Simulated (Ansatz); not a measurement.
Output of an Ansatz run (abridged):

```
WARN ansatz: RAYON_NUM_THREADS=1 ignored (pool sized by the plan → 1); use --threads N
basis.fft_grid_basis auto: the FFT boxes are laid along the combinations [[1, 0, 1], [0, 1, 1], [0, 0, 1]] of the cell's own vectors, 3.766, 3.766 and 5.429 Å …
Pseudopotentials: kind: paw
Pseudopotential: Ti, paw, valence charge 12
Pseudopotential: O, paw, valence charge 6
Crystal: 6 atoms, lattice volume = 67.105 Å³
Basis set: ecut = 420 eV, 1283 PW (Γ), FFT grids on a1+a3, a2+a3, a3
Bands: 30, of which v1, the nominal top of the filled ones, is band 24 counted from 1 (23 counted from 0)
Symmetry: 16 space group operations
Space group: I41/amd (ITA 141), of the structure as read, at distance tolerance 4.1e-5 Å
k-points: 75 of 729
PAW frozen core: Ti, regenerated for the run's functional, and the local potential with it
PAW frozen core: O, regenerated for the run's functional, and the local potential with it
Initial density: superposition of atomic densities (neutral atoms: chi_scale 0, normalization atom), corrected by the library's trained network
Initial wavefunctions: pseudopotential atomic-orbital guess
Eigensolver: davidson
Functional: x = slater, c = lda
SCF iter   1: F=—  HF=-7130.503781 eV  |F-HF|=—  |Δ(HF+E_count)|=         —  Δρ=1.93e-2  dr2=2.21e-1  ethr=1.77e-3  ⟨swp⟩=5.6  Hψ=9395  notcnv=0
all-band conjugate gradients solve this SCF's bands
preconditioner: auto → none
SCF iter   2: F=—  HF=-7130.519014 eV  |F-HF|=—  |Δ(HF+E_count)|=   1.52e-2  Δρ=2.29e-2  dr2=3.25e-1  ethr=4.61e-4  ⟨swp⟩=2.0  Hψ=4363  notcnv=0  defer=120
SCF iter   3: F=—  HF=-7130.454756 eV  |F-HF|=—  |Δ(HF+E_count)|=   6.43e-2  Δρ=3.37e-3  dr2=3.74e-3  ethr=4.61e-4  ⟨swp⟩=2.0  Hψ=3363  notcnv=0  defer=120
SCF iter   4: F=—  HF=-7130.453885 eV  |F-HF|=—  |Δ(HF+E_count)|=   8.71e-4  Δρ=8.89e-4  dr2=2.04e-4  ethr=7.79e-6  ⟨swp⟩=2.0  Hψ=4250  notcnv=0  defer=120
SCF iter   5: F=—  HF=-7130.453851 eV  |F-HF|=—  |Δ(HF+E_count)|=   3.41e-5  Δρ=3.33e-4  dr2=8.06e-5  ethr=4.26e-7  ⟨swp⟩=2.9  Hψ=4078  notcnv=0  defer=120
SCF iter   6: F=—  HF=-7130.453835 eV  |F-HF|=—  |Δ(HF+E_count)|=   1.64e-5  Δρ=5.00e-5  dr2=1.55e-6  ethr=1.68e-7  ⟨swp⟩=2.2  Hψ=3160  notcnv=0  defer=120
SCF iter   7: F=-7130.453834 eV  HF=-7130.453834 eV  |F-HF|=1.03e-9  |Δ(HF+E_count)|=   2.48e-7  Δρ=3.09e-6  dr2=2.55e-9  ethr=2.08e-10  ⟨swp⟩=7.2  Hψ=10678  notcnv=0
SCF 1 converged in 7 iterations: F = -7130.453834 eV  dr2 = 2.55e-9
SCF converged after 7 iterations
Free energy (F): -7130.453834 eV
Harris-Foulkes:  -7130.453834 eV  (|F-HF|=1.03e-9)
Internal energy: -7130.453834 eV  (E = F + TS)
E sigma→0 (E₀):  -7130.453834 eV
Fermi energy:    8.187141 eV
--- Per-component energies (eV) ---
  E_band       = -456.411734
  E_kinetic    = 1243.560878
  E_local      = -3553.117709  (includes V_loc(G=0)·N_el)
  E_nonlocal   = 211.990171
  E_hartree    = 1371.132263
  E_xc         = -485.460151
  E_vxc        = -619.006340  (∫ρ·V_xc dr)
  E_paw        = -2581.263729  (= ΣΔE_a)
  E_vpaw       = -482.114880  (= ΣTr[D̂ρ^β])
  E_aug_tail   = 0.010234  (compensation charges beyond the density's cutoff)
  E_ewald      = -3338.345377
  E_core_change = 1.039587  (= ΣΔE_core)
  E_smearing   = -0.000000  (= −TS)
  E_closure    = -0.000000  (closes the sum)
  Σ components = -7130.453834   (vs F -7130.453834, Δ=0.00e0)
--- Forces (eV/Å), atoms counted from 1 ---
  atom   1  Ti     0.00000000     0.00000000     0.00000000
  atom   2  Ti    -0.00000000     0.00000000    -0.00000000
  atom   3  O     -0.00000000    -0.00000000     0.00884960
  atom   4  O      0.00000000     0.00000000     0.00884960
  atom   5  O      0.00000000    -0.00000000    -0.00884960
  atom   6  O     -0.00000000     0.00000000    -0.00884960
  max |Σ_I F_I| component: 6.07e-18 eV/Å
--- Stress (GPa, compression-positive) ---
       -3.903511      -0.000000       0.000000
       -0.000000      -3.903511       0.000000
        0.000000      -0.000000      -2.437447
  P = ⅓ Tr σ = -3.4148 GPa (-34.148 kbar)
  The stress holds the Pulay correction. Without it, at fixed plane waves, as pw.x and ABINIT print it: P = -4.3843 GPa
--- Band table (eV; the first three rows and the last of 75) ---
  k-point 0: bands = ["-48.5185", "-48.4482", "-25.3560", "-25.0894", "-25.0894", "-25.0088", "-25.0088", "-24.9138", "-10.2919", "-9.2191", "-9.0319", "-8.6976", "3.1103", "3.2474", "3.2474", "3.6398", "4.9943", "4.9943", "5.0814", "6.3839", [...]
  k-point 1: bands = ["-48.5158", "-48.4498", "-25.3544", "-25.1145", "-25.0974", "-25.0226", "-25.0087", "-24.9089", "-10.1657", "-9.1406", "-8.9782", "-8.6586", "2.9910", "3.0765", "3.1079", "3.6468", "4.7508", "5.1134", "5.2097", "6.0529", [...]
  k-point 2: bands = ["-48.5083", "-48.4546", "-25.3501", "-25.1722", "-25.1167", "-25.0577", "-25.0045", "-24.9058", "-9.8245", "-8.9499", "-8.8344", "-8.5619", "2.5554", "2.8185", "2.9696", "3.7593", "4.2915", "4.7915", "4.9022", "5.3347", [...]
  k-point 74: bands = ["-48.4843", "-48.4822", "-25.1762", "-25.1469", "-25.1150", "-25.0930", "-24.9819", "-24.9805", "-9.6418", "-9.5682", "-8.9920", "-8.9457", "3.0167", "3.3485", "3.4273", "3.4737", "4.8287", "4.9603", "5.6642", "5.7998", [...]
```

The structure:

```xyz
6
Lattice="-1.8830 1.8830 4.7312 1.8830 -1.8830 4.7312 1.8830 1.8830 -4.7312" Properties=species:S:1:pos:R:3 pbc="T T T"
Ti     0.0000     1.8830     2.3656
Ti     0.0000     0.0000     0.0000
O      0.0000     1.8830     0.3974
O      0.0000     0.0000     7.4943
O      0.0000     0.0000     1.9682
O      0.0000     1.8830     4.3338
```

Q: Reconstruct the input of this run.

A: Other spellings and defaults could give the same log, and not every line can be read from it. The input that was run (DFT, LDA (PW92), plane waves, default PAW files made with PBE):

Ansatz 0.2 input:
```yaml
# TiO2
crystal:
  lattice:
    - [-1.88303800, 1.88303800, 4.73122500]
    - [1.88303800, -1.88303800, 4.73122500]
    - [1.88303800, 1.88303800, -4.73122500]
  atoms:
    - { symbol: Ti, position: [0.75000000, 0.25000000, 0.50000000] }
    - { symbol: Ti, position: [0.00000000, 0.00000000, 0.00000000] }
    - { symbol: O, position: [0.54200000, 0.04200000, 0.50000000] }
    - { symbol: O, position: [0.79200000, 0.79200000, 0.00000000] }
    - { symbol: O, position: [0.20800000, 0.20800000, 0.00000000] }
    - { symbol: O, position: [0.95800000, 0.45800000, 0.50000000] }
basis:
  ecutwfc: 420.0
kpoints:
  mp_grid:
    grid: [9, 9, 9]
hamiltonian:
  xc: lda
  pseudopotentials:
    kind: paw
scf:
  occupations:
    method: fermi_dirac
    width: 0.02
output:
  forces: true
  eigenvalues: true
  stress: true
```

The starting cell has typed, rounded lattice constants, without a prior relaxation at this level. Its lattice was rescaled by up to half a per cent. With a pressure of about -3 GPa the cell is away from its equilibrium volume at this level. Ansatz's pressure includes its estimate of the finite-basis (Pulay) stress. Without the estimate this run gives -4.38 GPa.

Ansatz is a program for electronic structure.
